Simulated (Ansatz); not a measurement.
ZnGeO₃ (R3c, No. 161, 10 atoms in the cell; start mp-1020631) was calculated with PBE0 in Ansatz (plane waves, PAW).

Numerical settings: plane-wave cutoff 460 eV, 6×6×6 k mesh, Fermi–Dirac smearing 0.01 eV, scalar-relativistic PAW data made under PBE.

Cell (relaxed with PBEsol):

```
ZnGeO3
1.0
    2.51427     1.45162     4.36300
   -2.51427     1.45162     4.36300
    0.00000    -2.90323     4.36300
Zn Ge O
2 2 6
Direct
  0.27769   0.27769   0.27769
  0.77769   0.77769   0.77769
  0.50090   0.50090   0.50090
  0.00090   0.00090   0.00090
  0.72640   0.12564   0.36679
  0.36679   0.72640   0.12564
  0.12564   0.36679   0.72640
  0.86679   0.62564   0.22640
  0.62564   0.22640   0.86679
  0.22640   0.86679   0.62564
```

Q: Estimate the band gap that the calculation returns.

A: 
* **band gap**: 4.26 eV (on the SCF k mesh) (direct)

Note: cell and atoms aren't relaxed at this level (largest force component 0.27 eV/Å, pressure -2.3 GPa).

Spin–orbit coupling is not included.

Static lattice: no zero-point or thermal effects.

Computing time: very roughly 7 core-minutes.

A start named mp-… is a Materials Project structure, which need not be a measured phase.

Ansatz is an electronic-structure program.
